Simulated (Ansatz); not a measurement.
**Ni in the fcc (Cu type) structure (space group Fm-3m, No. 225; ferromagnetic)**

```cif
data_Ni4
_chemical_formula_sum 'Ni4'
_space_group_name_H-M_alt 'Fm-3m'
_space_group_IT_number 225
_space_group_name_Hall '-F 4 2 3'
_cell_length_a 3.51844
_cell_length_b 3.51844
_cell_length_c 3.51844
_cell_angle_alpha 90.000
_cell_angle_beta 90.000
_cell_angle_gamma 90.000
loop_
_atom_site_label
_atom_site_type_symbol
_atom_site_symmetry_multiplicity
_atom_site_Wyckoff_symbol
_atom_site_fract_x
_atom_site_fract_y
_atom_site_fract_z
_atom_site_occupancy
Ni1 Ni 4 a 0.00000 0.00000 0.00000 1
```
(The calculation used a cell of 1 atom; values per cell refer to that cell.)

Method: DFT with PBE, PAW potentials and a 420 eV plane-wave cutoff in Ansatz (an electronic-structure program), no spin-orbit coupling. k-mesh 23×23×23 (Γ-centred); smearing 0.05 eV (Fermi–Dirac).

| Quantity | Value |
|---|---|
| Volume per atom | 10.89 Å³ |
| Density | 8.95 g/cm³ |
| Band gap | zero |
| Magnetic state | ferromagnetic |
| Total energy | -5839.721 eV/atom (σ→0; compares only within this code and set-up) |

Other magnetic orders, which the real material may have, were not ruled out. Stability against distortions was not tested.
